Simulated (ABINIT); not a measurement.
A self-consistent single point of ScHO2 (P1, 4 atoms in the cell) with ABINIT.

Method of the run: LDA (PW92), PAW (JTH v2.0 LDA PAW) (plane waves; ABINIT).

The change in words: lattice scaled by 0.98. Reference geometry:
```
ScHO2
1.0
    1.61659     0.93334     4.53092
   -1.61659     0.93334     4.53092
    0.00000    -1.86668     4.53092
Sc H O
1 1 2
Direct
  0.06769   0.01916   0.95036
  0.48042   0.50297   0.49656
  0.57001   0.56759   0.61160
  0.38188   0.41028   0.44147
```

Reference input (self-consistent single point, DFT, LDA (PW92), plane waves, PAW (JTH v2.0 LDA PAW)): pseudos = [Sc.LDA_PW-JTH.xml, H.LDA_PW-JTH.xml, O.LDA_PW-JTH.xml]; ecut = 30 Ha; pawecutdg = 60 Ha; pawxcdev = 0; occopt = 1; ngkpt = 8 8 8; nshiftk = 1; shiftk = 0 0 0; potentials = JTH v2.0 LDA PAW; nband = 15; kptopt = 1; nstep = 60. This run's input differs from it in these lines:

```diff
@@ -5,5 +5,5 @@
 rprim
-         3.0549123558    1.7637550914    8.5622035618
-        -3.0549123558    1.7637550914    8.5622035618
-         0.0000000000   -3.5275082931    8.5622035618
+         2.9938137307    1.7284795739    8.3909603598
+        -2.9938137307    1.7284795739    8.3909603598
+         0.0000000000   -3.4569572580    8.3909603598
 natom 4
@@ -13,6 +13,6 @@
 xcart
-         0.1482518417   -3.1992365256    8.8808288429
-        -0.0688913285   -0.0171586349   12.6717444699
-         0.0073837232   -0.1509921539   14.9770321569
-        -0.0867472913   -0.1601163805   10.5625226823
+         0.1452867865   -3.1352510050    8.7032131677
+        -0.0675134934   -0.0168154394   12.4183108670
+         0.0072360478   -0.1479722521   14.6774930343
+        -0.0850123347   -0.1569139984   10.3512733010
 ecut 30
```

Output (repeated stretches shortened):

```
--- !BeginCycle
solver: {iscf: 17, nstep: 60, nline: 4, wfoptalg: 10, }
tolerances: {toldfe: 1.00E-09, }
...

     iter   Etot(hartree)      deltaE(h)  residm     nres2
 ETOT  1  -76.161498117095    -7.616E+01 4.546E+00 6.912E+02
 ETOT  2  -81.806688959949    -5.645E+00 1.027E+00 2.158E+03
 ETOT  3  -80.720790953560     1.086E+00 4.472E-01 9.154E+02
 ETOT  4  -80.405989691123     3.148E-01 2.092E-01 3.130E+02
 ETOT  5  -80.399052060245     6.938E-03 6.678E-02 2.979E+02
   [... 14 lines left out ...]
 ETOT 20  -80.159506697487    -4.373E-09 3.059E-05 2.620E-06
 ETOT 21  -80.159506696280     1.207E-09 8.807E-05 3.066E-07
 ETOT 22  -80.159506696676    -3.961E-10 8.363E-06 2.521E-07
 ETOT 23  -80.159506696556     1.197E-10 1.986E-05 7.766E-09
 At SCF step   23, etot is converged :
  for the second time, diff in etot=  1.197E-10 < toldfe=  1.000E-09

 Cartesian components of stress tensor (hartree/bohr^3)
  sigma(1 1)=  1.61049335E-04  sigma(3 2)= -4.12247535E-04
  sigma(2 2)= -6.19840536E-04  sigma(3 1)= -4.25919985E-05
  sigma(3 3)= -3.95738584E-04  sigma(2 1)=  1.08573031E-04

 ----iterations are completed or convergence reached----

 reduced coordinates (array xred) for    4 atoms
       0.067688999998      0.019160000010      0.950363999996
       0.480424000005      0.502974999991      0.496564000007
       0.570007999998      0.567590999994      0.611604000015
       0.381879000000      0.410275000001      0.441468000003
 cartesian forces (eV/Angstrom) at end:
    1     -0.36485135908199    -3.16832544551327    -4.53566269575343
   [... lines left out ...]
 Fermi (or HOMO) energy (hartree) =   0.14551   Average Vxc (hartree)=  -0.39259
   [... lines left out ...]
local_psp           : -7.22858948409462E+01
total_energy        : -8.01595095330120E+01
total_energy_eV     : -2.18125118393212E+03
...

-Cartesian components of stress tensor (GPa)         [Pressure=  8.3804E+00 GPa]
- sigma(1 1)=  4.73823424E+00  sigma(3 2)= -1.21287392E+01
- sigma(2 2)= -1.82363351E+01  sigma(3 1)= -1.25309965E+00
- sigma(3 3)= -1.16430292E+01  sigma(2 1)=  3.19432831E+00

 Calculation completed.
```

The run converged in 23 iterations. Against the reference run the free energy goes up by 12.3 meV/atom, the pressure goes from -2.25 to 8.38 GPa, the largest force goes from 4.754 to 5.545 eV/Å and the gap on the mesh goes from 3.240 to 3.396 eV.

The starting cell comes from a database of computed structures (which also holds hypothetical and non-ambient phases and stackings), without a prior relaxation at this level. Its atoms were displaced at random from the sites of space group no. 166. For this run, on top of that: lattice scaled by 0.98. With a pressure of about 8 GPa the cell is away from its equilibrium volume at this level. Forces in this geometry exceed 1 eV/Å.

Cost on one core of a shared machine: roughly 9 min.
